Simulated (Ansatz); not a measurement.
The starting structures come from a database of crystals and need not be the phases stable at ambient conditions.

The decay constant κ of evanescent states in the gap governs leakage through a thin film.

Input:

```
CELL_PARAMETERS angstrom
      7.16844     0.00000     0.00000
      0.00000    10.13771     0.00000
      3.58422     5.06885     3.58422
ATOMIC_POSITIONS crystal
  Tl 0.50000 0.75000 0.00000
  Tl 0.50000 0.25000 0.00000
  Sn 0.00000 0.00000 0.00000
  Cl 0.00000 0.24314 0.00000
  Cl 0.00000 0.75686 0.00000
  Cl 0.00000 0.24314 0.51372
  Cl 0.00000 0.75686 0.48628
  Cl 0.48628 0.24314 0.51372
  Cl 0.51372 0.75686 0.48628
```

Space group of this cell: Fm-3m. The cell was relaxed by PBE-D3(BJ); by r2SCAN its mean pressure is -1.1 GPa.

Transport runs along the normal of the first two printed cell vectors, the (110) plane of the conventional cell.

The gap is the functional's own. No spin-orbit coupling. Mid-gap values are interpolated on the energy grid.

Question: Estimate the band gap and the smallest decay constant κ at mid-gap that r2SCAN run with Ansatz (a program for electronic structure) returns for this system.

Answer: Gap 2.84 eV on a 8×8×8 mesh; κ = 0.328 1/Å, at the zone centre.
